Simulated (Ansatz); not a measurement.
For Ca2F (model structure, started from the Ca2N type, R-3m, No. 166, 3 atoms in the cell), PBE in Ansatz (PAW) gives:

```
Property                              Result
------------------------------  ------------
equilibrium lattice constant a       3.746 Å
c axis length                       19.198 Å
bulk modulus                        26.6 GPa
cohesive energy                 3.25 eV/atom
```

Q: What does r²SCAN (plane waves, PAW; Ansatz, a program for electronic structure) give for the same quantities?

A: 
- lattice constant a: 3.728 Å (drops by 0.5 %)
- lattice parameter c: 18.973 Å (shrinks by 1.2 %)
- bulk modulus: 28.1 GPa (rises by 5.6 %)
- cohesive energy: 3.37 eV/atom (increases by 0.12 eV/atom)

Changes are worked out from the printed values.

Unless a cell is named, each level is at its own relaxed cell (PBE 25.93, r²SCAN 25.37 Å³/atom).

Caveats: the bulk modulus is −V dP/dV from two relaxed cells at ±2 % in volume (PBE, r²SCAN). Ansatz's density-functional and Hartree–Fock values are scalar-relativistic unless marked +SOC, with PAW data made under PBE.

A model structure was made by putting elements into a prototype or built by hand; it is no filed structure, need not be a known phase, and can be a saddle point held by its symmetry.
